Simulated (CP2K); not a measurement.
Input and output of a self-consistent single point for LiCl (Fm-3m, 2 atoms in the cell) (CP2K).

Method: PBE, GPW, DZVP-MOLOPT-SR-GTH basis, GTH-PBE potentials (GTH_POTENTIALS) (CP2K).

The change in words: lattice scaled by 0.98. Reference geometry:
```
LiCl
1.0
    3.50774     0.00000     0.00000
    1.75387     3.03779     0.00000
    1.75387     1.01260     2.86406
Li Cl
1 1
Cartesian
  0.00000   0.00000   0.00000
  3.50774   2.02519   1.43203
```

Reference input (self-consistent single point, DFT PBE, GPW, DZVP-MOLOPT-SR-GTH basis, GTH-PBE potentials (GTH_POTENTIALS)): CUTOFF = 400 Ry; REL_CUTOFF = 50 Ry; SMEAR/METHOD = FERMI_DIRAC; ELECTRONIC_TEMPERATURE = 232.09 K; KPOINTS/SCHEME = MONKHORST-PACK 11 11 11; XC_FUNCTIONAL = PBE; Li/BASIS_SET = DZVP-MOLOPT-SR-GTH-q3; Li/POTENTIAL = GTH-PBE-q3; Cl/BASIS_SET = DZVP-MOLOPT-SR-GTH-q7; Cl/POTENTIAL = GTH-PBE-q7; METHOD = GPW; EPS_DEFAULT = 1e-10. This run's input differs from it in these lines:

```diff
@@ -62,4 +62,4 @@
     &CELL
-      ABC 3.50773900 3.50773868 3.50773882
-      ALPHA_BETA_GAMMA 60.00000564 60.00000776 60.00000639
+      ABC 3.43758400 3.43758394 3.43758433
+      ALPHA_BETA_GAMMA 60.00000341 60.00000321 59.99999940
       PERIODIC XYZ
```

The program printed (abridged):

```
 SCF WAVEFUNCTION OPTIMIZATION

  Step     Update method      Time    Convergence         Total energy    Change
     1 NoMix/Diag. 0.30E+00      -     0.80873412       -22.6780783709 -2.27E+01
     2 Broy./Diag. 0.30E+00      -     0.02751868       -22.3021443064  3.76E-01
     3 Broy./Diag. 0.30E+00      -     0.03241915       -22.4924560685 -1.90E-01
     4 Broy./Diag. 0.30E+00      -     0.00719008       -22.5771649047 -8.47E-02
     5 Broy./Diag. 0.30E+00      -     0.00106369       -22.5697297281  7.44E-03
     6 Broy./Diag. 0.30E+00      -     0.00003849       -22.5692212341  5.08E-04
     7 Broy./Diag. 0.30E+00      -     0.00001223       -22.5693692459 -1.48E-04
     8 Broy./Diag. 0.30E+00      -     0.00000975       -22.5693472647  2.20E-05
     9 Broy./Diag. 0.30E+00      -     0.00000827       -22.5693398933  7.37E-06
    10 Broy./Diag. 0.30E+00      -     0.00000024       -22.5693406692 -7.76E-07
  *** SCF run converged in    10 steps ***

  Overlap energy of the core charge distribution:               0.00000000000003
  Self energy of the core charge distribution:                -40.06090061227819
  Core Hamiltonian energy:                                      8.24589825409387
  Hartree energy:                                              14.09539912471024
  Exchange-correlation energy:                                 -4.84973743570472
  Electronic entropic energy:                                  -0.00000000000000
  Fermi energy:                                                 0.18949868093476

  Total energy:                                               -22.56934066917877
  Total energy (extrapolated to T->0):                        -22.56934066917877

   [... lines left out ...]

 STRESS| Analytical stress tensor [bar]
 STRESS|                        x                   y                   z
 STRESS|      x        8.29868685166E+04   3.13930206208E+00   2.22033462971E+00
 STRESS|      y        3.13930206208E+00   8.29832619564E+04   1.28335480871E+00
 STRESS|      z        2.22033462971E+00   1.28335480871E+00   8.29822338632E+04
 STRESS| 1/3 Trace                                             8.29841214454E+04
```

The run converged in 10 iterations. Against the reference run the free energy rises by 36.1 meV/atom, the pressure goes from 4.77 to 8.30 GPa and the gap on the mesh goes from 6.884 to 7.294 eV.

The starting cell comes from a database of computed structures (which also holds hypothetical and non-ambient phases and stackings), without a prior relaxation at this level. Its lattice was rescaled by a random factor within 2.5 % of one. For this run, on top of that: lattice scaled by 0.98. Values carry the incompleteness of an atom-centred basis. With a pressure of about 8 GPa the cell is away from its equilibrium volume at this level.
